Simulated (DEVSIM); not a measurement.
Structure: Ti/Al2O3/n-In0.53Ga0.47As capacitor, at 300 K.

Layer 1 from the left is Al2O3, thickness (nm) 2.10. Layer 2 from the left is In0.53Ga0.47As, thickness (nm) 6000, Nd (cm⁻³) 8.8e15.

Metal gate on the left, work function 4.33 eV. Fixed charge at the semiconductor interface 2.4e10 cm⁻² (in units of +e); no interface traps.

The device is made up for the run: typed textbook-type constants, with dimensions and the other settings drawn at random. Values at 300 K.

Al2O3: gap (eV) 6.8, affinity (eV) 1.35, permittivity 9. In0.53Ga0.47As: gap (eV) 0.74, affinity (eV) 4.51, permittivity 13.9, Nc (cm⁻³) 2.1e17, Nv (cm⁻³) 7.7e18.

Estimate by hand the flat-band voltage, the threshold voltage, and compare with a numerical solution.


- Flat-band voltage: C = 3.79 μF/cm², work-function difference -0.262 V; VFB = φms − qNf/C = -0.26 V; numerical -0.26 V.
- Threshold voltage: φF = 0.241 V, depletion charge √(4εqNφF) = 4.09e-8 C/cm²; VT = VFB − 2φF − Qd/C = -0.76 V; numerical -0.76 V.

DEVSIM, 1D Poisson equation in equilibrium, Boltzmann statistics, complete ionisation; no quantum confinement or tunnelling. Metal contacts follow the ideal Schottky-Mott rule: no Fermi-level pinning, no interface dipoles.
